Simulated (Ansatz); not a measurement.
CdS: isotropic strain +1.50 %

The reference is CdS in the zinc blende structure (space group F-43m, No. 216; a = 5.9267 Å).

The change: the cell is scaled by 1.0150 in all directions, atoms relaxed at fixed cell.

Level of theory: Kohn–Sham DFT with the PBE functional, run in Ansatz (a program for electronic structure) with PAW and 420 eV plane waves, scalar-relativistic without spin-orbit coupling. Settings: 10×10×10 k-points, 0.05 eV Fermi–Dirac smearing.

```tsv
quantity	base	changed	shift
volume per atom	26.02 Å³	27.21 Å³	+1.19 Å³
space group	F-43m (No. 216)	F-43m (No. 216)	–
shortest interatomic distance	2.566 Å	2.605 Å	+0.0385 Å
energy relative to the base (free energy F)	0 meV/atom	+8.3 meV/atom	+8.3 meV/atom
pressure	0.00 GPa	-2.15 GPa	-2.15 GPa
band gap	1.04 eV	0.94 eV	-0.10 eV
gap character	direct at Γ	direct at Γ	–
mean gap deformation potential ΔEg/Δln V	–	-2.2 eV	–
width of the top valence band	2.02 eV	1.88 eV	-0.14 eV
electron mass	0.12 mₑ (at Γ)	0.11 mₑ (at Γ)	–
hole mass (degenerate bands, along [100])	0.13, 0.82, 0.82 mₑ (at Γ)	0.12, 0.88, 0.88 mₑ (at Γ)	–
```

Final structure:

```
CdS
1.0
    0.00000     3.00778     3.00778
    3.00778     0.00000     3.00778
    3.00778     3.00778     0.00000
Cd S
1 1
Direct
  0.00000   0.00000   0.00000
  0.25000   0.25000   0.25000
```

Masses are band curvatures over ±0.01 Å⁻¹ around the edge. No phonon test of stability was made.
